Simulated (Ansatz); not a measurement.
Start from TiN in the rock salt structure (space group Fm-3m, No. 225; relaxed with 0.1 eV smearing).

```xyz
2
Lattice="0.0000 2.1170 2.1170 2.1170 0.0000 2.1170 2.1170 2.1170 0.0000" Properties=species:S:1:pos:R:3 pbc="T T T"
N      0.0000     0.0000     0.0000
Ti     2.1170     2.1170     2.1170
```

Cartesian axes are those of the cell as printed.

All numbers come from r2SCAN (Ansatz, a quantum-chemistry and plane-wave program, PAW, spin-orbit coupling left out), earlier PAW set.

Now apply this change: biaxial strain −0.85 %, plane normal [001], relaxed out of plane (Cartesian); in-plane vectors clamped, the third vector and the atoms free.

Question: What happens to the ratio −ε⊥/ε∥ and energy relative to the base?

Answer: The ratio −ε⊥/ε∥ amounts to 0.44; the energy rises by 3.1 meV/atom.

Stability against distortions was not tested. The final runs are not spin-polarised. An odd electron count without spin: TiN.
